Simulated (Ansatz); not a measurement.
A self-consistent single point of Hf₂Ge (Fmm2, 6 atoms in the cell) with Ansatz (a first-principles code).

Level of theory: PBEsol, default PAW files made with PBE (plane waves; Ansatz).

```yaml
crystal:
  lattice:
    - [-3.28040, 3.28040, 2.63854]
    - [3.28040, -3.28040, 2.63854]
    - [3.28040, 3.28040, -2.63854]
  atoms:
    - { symbol: Hf, position: [0.34424, 0.15576, 0.50000] }
    - { symbol: Hf, position: [0.65576, 0.84424, 0.50000] }
    - { symbol: Hf, position: [0.16115, 0.66115, 0.82230] }
    - { symbol: Hf, position: [0.84424, 0.34424, 0.18848] }
    - { symbol: Ge, position: [0.25000, 0.25000, 0.00000] }
    - { symbol: Ge, position: [0.75000, 0.75000, 0.00000] }
```

Reference input (self-consistent single point, DFT, PBEsol, plane waves, default PAW files made with PBE): basis.ecutwfc = 420 eV; kpoints.mp_grid.grid = 6 6 6; hamiltonian.xc = pbesol; hamiltonian.pseudopotentials = {kind: paw} (the program's default PAW files); scf.occupations.method = fermi_dirac; scf.occupations.width = 0.1 eV. This run's input differs from it in these lines:

Ansatz 0.2 input:
```diff
@@ -16,3 +16,3 @@
 kpoints:
-  mp_grid: { grid: [6, 6, 6] }
+  mp_grid: { grid: [10, 10, 10] }
 hamiltonian:
@@ -21,3 +21,3 @@
 scf:
-  occupations: { method: fermi_dirac, width: 0.1 eV }
+  occupations: { method: gaussian, width: 0.1 eV }
 output:
```

Log, with long lists cut:

```
SCF iter   1: F=—  HF=-70903.393444 eV  |F-HF|=—  |Δ(HF+E_count)|=         —  Δρ=4.29e-3  dr2=1.77e-2  ethr=1.77e-3  ⟨swp⟩=5.0  Hψ=39935  notcnv=0  defer=240
all-band conjugate gradients solve this SCF's bands
preconditioner: auto → Kerker (q_TF=auto, 2.798 Å⁻¹)
SCF iter   2: F=—  HF=-70903.391300 eV  |F-HF|=—  |Δ(HF+E_count)|=   2.14e-3  Δρ=2.51e-3  dr2=7.54e-3  ethr=1.34e-5  ⟨swp⟩=3.0  Hψ=26033  notcnv=0  defer=372
   [... lines left out ...]
SCF iter   6: F=—  HF=-70903.389649 eV  |F-HF|=—  |Δ(HF+E_count)|=   2.91e-5  Δρ=4.86e-5  dr2=2.72e-6  ethr=1.45e-8  ⟨swp⟩=2.0  Hψ=21206  notcnv=0  defer=372
SCF iter   7: F=—  HF=-70903.389649 eV  |F-HF|=—  |Δ(HF+E_count)|=   3.55e-7  Δρ=1.20e-5  dr2=1.45e-7  ethr=2.06e-9  ⟨swp⟩=2.0  Hψ=23692  notcnv=0  defer=372
SCF iter   8: F=—  HF=-70903.389649 eV  |F-HF|=—  |Δ(HF+E_count)|=   2.61e-8  Δρ=6.88e-6  dr2=6.42e-8  ethr=7.58e-11  ⟨swp⟩=10.0  Hψ=69612  notcnv=0
SCF iter   9: F=-70903.389649 eV  HF=-70903.389649 eV  |F-HF|=1.13e-8  |Δ(HF+E_count)|=   5.40e-8  Δρ=3.11e-6  dr2=1.03e-8  ethr=4.87e-11  ⟨swp⟩=5.2  Hψ=49515  notcnv=0
SCF 1 converged in 9 iterations: F = -70903.389649 eV  dr2 = 1.03e-8
Free energy (F): -70903.389649 eV
Internal energy: -70903.376352 eV  (E = F + TS)
E sigma→0 (E₀):  -70903.383001 eV
Entropy (-TS):   -0.013297 eV (-2.216 meV/atom)
Fermi energy:    19.012766 eV
--- Forces (eV/Å), atoms counted from 1 ---
  atom   1  Hf    -0.02282377     0.10467829     0.00000000
  atom   2  Hf     0.10467829    -0.02282377     0.00000000
  atom   3  Hf    -0.33623894    -0.33623894     0.00000000
  atom   4  Hf     0.19953564     0.19953564     0.00000000
  atom   5  Ge     0.02742041     0.02742041     0.00000000
  atom   6  Ge     0.02742041     0.02742041     0.00000000
--- Stress (GPa, compression-positive) ---
       -0.840981      -0.445210       0.000000
       -0.445210      -0.840981       0.000000
        0.000000       0.000000      -1.449585
  P = ⅓ Tr σ = -1.0438 GPa (-10.438 kbar)
  The stress holds the Pulay correction. Without it, at fixed plane waves, as pw.x and ABINIT print it: P = -1.0843 GPa
```

The run converged in 9 iterations. Against the reference run the free energy rises by 7.9 meV/atom, the pressure hardly changes (-0.98 to -1.04 GPa) and the largest force goes from 0.464 to 0.476 eV/Å.

The starting cell comes from a database of computed structures (which also holds hypothetical and non-ambient phases and stackings), without a prior relaxation at this level. Its lattice was rescaled by up to half a per cent. One atom was moved a little off its site on purpose. Ansatz's pressure includes its estimate of the finite-basis (Pulay) stress.

Cost on one core of a shared machine: roughly 3 min.
